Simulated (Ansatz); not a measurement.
Consider SiO2 in the rutile structure (space group P4_2/mnm, No. 136; a = 4.2359 Å, c = 2.6899 Å).

Structures relaxed with Kohn–Sham DFT with the PBE functional, run in Ansatz (a quantum-chemistry and plane-wave program) with PAW and 420 eV plane waves, scalar-relativistic without spin-orbit coupling, earlier PAW set.

Base:

Simulated powder pattern, Cu Kα1, λ = 1.54056 Å (kinematic, ideal powder, no thermal factors, no anomalous dispersion; the 10 strongest lines at most, above 2 %, up to 2θ = 90°):

| 2θ (°) | I/Imax (%) | hkl |
|---|---|---|
| 29.80 | 100 | (110) |
| 39.66 | 24 | (101) |
| 45.27 | 40 | (111) |
| 47.99 | 16 | (210) |
| 59.65 | 60 | (211) |
| 61.91 | 20 | (220) |
| 69.88 | 11 | (002) |
| 70.21 | 6.3 | (310) |
| 76.07 | 29 | (301) |
| 77.78 | 11 | (112) |

The change: cell and atoms relaxed at a pressure of 15 GPa.

Predict the new powder pattern.


Simulated powder pattern, Cu Kα1, λ = 1.54056 Å (kinematic, ideal powder, no thermal factors, no anomalous dispersion; the 10 strongest lines at most, above 2 %, up to 2θ = 90°):

```
2θ (°)  d (Å)  I/Imax (%)    hkl
------  -----  ----------  -----
30.43   2.935         100  (110)
40.19   2.242          26  (101)
45.97   1.973          42  (111)
49.04   1.856          15  (210)
60.76   1.523          61  (211)
63.32   1.467          21  (220)
70.65   1.332          11  (002)
71.87   1.313         6.7  (310)
77.71   1.228          28  (301)
78.84   1.213          11  (112)
```

The indices refer to the base's conventional cell; one index is shown for lines that coincide.

Load acts through the strain it causes; cell and atoms are relaxed under it. No phonon test of stability was made. Competing high-pressure phases were not computed.
